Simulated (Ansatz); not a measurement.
**Response to strain in AlN**

Consider AlN in the wurtzite structure (space group P6_3mc, No. 186; a = 3.089 Å, c = 4.943 Å). Axes: x lies along a and z along c of the hexagonal cell.

Strains are applied to the cell and any free atomic positions relax; under biaxial strain the out-of-plane vector relaxes too.

All numbers come from Kohn–Sham DFT with the LDA functional, run in Ansatz (a first-principles code) with PAW and 420 eV plane waves, no spin-orbit coupling.

```json
[
 {"biaxial strain, plane normal [001], relaxed out of plane (%)": "0", "band gap (eV)": "4.42"},
 {"biaxial strain, plane normal [001], relaxed out of plane (%)": "0.6", "band gap (eV)": "?"},
 {"biaxial strain, plane normal [001], relaxed out of plane (%)": "1.2", "band gap (eV)": "4.16"},
 {"biaxial strain, plane normal [001], relaxed out of plane (%)": "1.8", "band gap (eV)": "4.04"},
 {"biaxial strain, plane normal [001], relaxed out of plane (%)": "3", "band gap (eV)": "3.79"}
]
```

Task: Fit E_g = E₀ + Dε (ε in %) to the rows shown and predict the withheld row.

Result: Least squares on the printed values gives E₀ = 4.42 eV, D = -210 meV per % of strain (largest residual 0.01 eV); this predicts 4.29 eV, and the run gives 4.29 eV, in agreement.

Stability against distortions was not tested.
